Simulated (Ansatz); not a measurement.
The reference is Ta in the bcc (W type) structure (space group Im-3m, No. 229; a = 3.282 Å).

Now apply this change: a fraction x = 0.5 of the Ta sites is given to W, ordered in a cell of 4 atoms (starting symmetry Imma) and fully relaxed.

The other end (x = 1) is W in the bcc (W type) structure (space group Im-3m, No. 229): 15.69 Å³/atom, gap zero.

Levels (all Ansatz, a quantum-chemistry and plane-wave program, PAW): PBEsol (420 eV, spin-orbit coupling left out); r2SCAN (500 eV, no spin-orbit coupling).

The geometry is relaxed with PBEsol.

- PBEsol pressure: 0.0 GPa

With r2SCAN at the same geometry, the pressure goes from zero to 4.5 GPa.

Single points use the geometry relaxed with PBEsol. Their cutoffs differ, which shifts pressures a little. Each cell is one ordered arrangement of few atoms, which overstates ordering effects compared with a random alloy. No phonon test of stability was made. The final runs are not spin-polarised.
